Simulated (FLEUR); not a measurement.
Band structure of Al2Cu (I4/mcm, 6 atoms in the cell).

```
Al2Cu
1.0
   -2.93382     2.93382     2.34081
    2.93382    -2.93382     2.34081
    2.93382     2.93382    -2.34081
Al Cu
4 2
Direct
  0.84139   0.65861   0.50000
  0.15861   0.34139   0.50000
  0.65861   0.15861   0.81722
  0.34139   0.84139   0.18278
  0.25000   0.25000   0.00000
  0.75000   0.75000   0.00000
```

Computed with FLEUR with PBE, all-electron FLAPW (FLEUR), scalar-relativistic valence.

Settings: Kmax = 4.4 1/bohr; GmaxXC = 17.6 1/bohr; xcFunctional = pbe; jspins = 1; l_soc = F; mode = hist; fermiSmearingEnergy = 0.00734986 Htr; mesh (inpgen div1-3) = 7 7 7; inpgen gamma flag = false; Gmax = 17.6 1/bohr; numbands = 0; maxIterBroyd = 15; imix = Anderson; alpha = 0.05.

The starting cell comes from a database of computed structures (which also holds hypothetical and non-ambient phases and stackings), without a prior relaxation at this level. Its lattice was rescaled by a random factor within 2.5 % of one. Spin polarisation is off. Values depend on the basis (sphere radii, cutoffs, local orbitals), which need not be converged.

Levels in eV from the Fermi level, bands 13 to 20:
```csv
point,13,14,15,16,17,18,19,20
Γ,-3.34,-2.24,-1.60,-1.46,-1.46,-1.00,-0.11,-0.01
X,-3.16,-3.06,-1.80,-1.57,-0.82,-0.66,0.78,1.29
M,-3.67,-3.49,-3.49,-1.90,2.69,2.90,2.90,3.45
Z,-3.62,-3.54,-3.54,-1.04,1.51,1.69,1.69,2.17
P,-4.13,-4.13,0.30,0.30,0.65,0.65,1.78,1.78
N,-3.39,-3.39,-2.82,-2.82,0.14,0.14,4.18,4.18
Z1,-3.62,-3.54,-3.54,-1.04,1.51,1.69,1.69,2.17
```
